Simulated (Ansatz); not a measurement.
Structures of equal composition on the (110) surface of bcc Nb: a layer of Si in place of the second plane; a layer of Si in place of the third plane. The slabs share one bottom face, and each structure is named by its start. These are constructed structures in small cells; real faces may alloy, dewet or reconstruct in larger ones, and not all known structures of the face are among them. Slabs of about 12 Å with all that they carry, Fermi-Dirac smearing of 0.1 eV. Bottom of the slabs: a bare face, its two planes held. Relaxed from the named starts with such symmetry as they have, on meshes of like density; energies extrapolated to zero smearing; no spin-orbit coupling, no U. Spin-polarised runs, if any, are marked in brackets, and their order is one that fits the cell; the others ran without spin.

Computed with PBE (plane waves to 420 eV, PAW; Ansatz, a program for electronic structure).

Problem. Order them by energy per 1x1 cell (lowest first) at the level PBE.

Solution. a layer of Si in place of the third plane (0.000 eV), a layer of Si in place of the second plane (0.263 eV)
